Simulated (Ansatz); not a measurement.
Reference: CdSe (F-43m), PBEsol with spin-orbit coupling, rigid bands (plane waves, PAW; Ansatz, a quantum-chemistry and plane-wave program); axes and stresses refer to this cell.

```xyz
2
Lattice="0.0000 3.0407 3.0407 3.0407 0.0000 3.0407 3.0407 3.0407 0.0000" Properties=species:S:1:pos:R:3 pbc="T T T"
Cd     0.0000     0.0000     0.0000
Se     4.5611     4.5611     4.5611
```

band gap: 0.36 eV
hole conductivity mass: 0.76 mₑ
Seebeck coefficient, p-type 1e19 cm⁻³: 305 μV/K

```
Change                                                        band gap  hole conductivity mass  Seebeck coefficient, p-type 1e19 cm⁻³
------------------------------------------------------------  --------  ----------------------  -------------------------------------
hydrostatic pressure 10 GPa                                    0.62 eV                 0.61 mₑ                               284 μV/K
hydrostatic pressure 2 GPa                                     0.43 eV                       …                               299 μV/K
hydrostatic pressure 5 GPa                                     0.51 eV                 0.67 mₑ                               293 μV/K
uniaxial stress along [110] of -1 GPa (compression positive)   0.31 eV                       …                               269 μV/K
uniaxial stress zz = -1 GPa (compression positive)             0.29 eV                 0.59 mₑ                               261 μV/K
uniaxial stress zz = 1 GPa (compression positive)                    …                       …                               232 μV/K
```

Fill in the missing entries.


- hydrostatic pressure 2 GPa, hole conductivity mass: 0.72 mₑ
- uniaxial stress along [110] of -1 GPa (compression positive), hole conductivity mass: 0.63 mₑ
- uniaxial stress zz = 1 GPa (compression positive), band gap: 0.29 eV
- uniaxial stress zz = 1 GPa (compression positive), hole conductivity mass: 0.41 mₑ

Masses are for dilute carriers at 300 K, harmonic means over directions unless an axis is named. Seebeck coefficients are for the stated density at 300 K, with one relaxation time for all states and whether or not that doping can be reached. Stresses and pressures are the targets of the relaxation.  The structure type is held under load, also where the real crystal would transform.
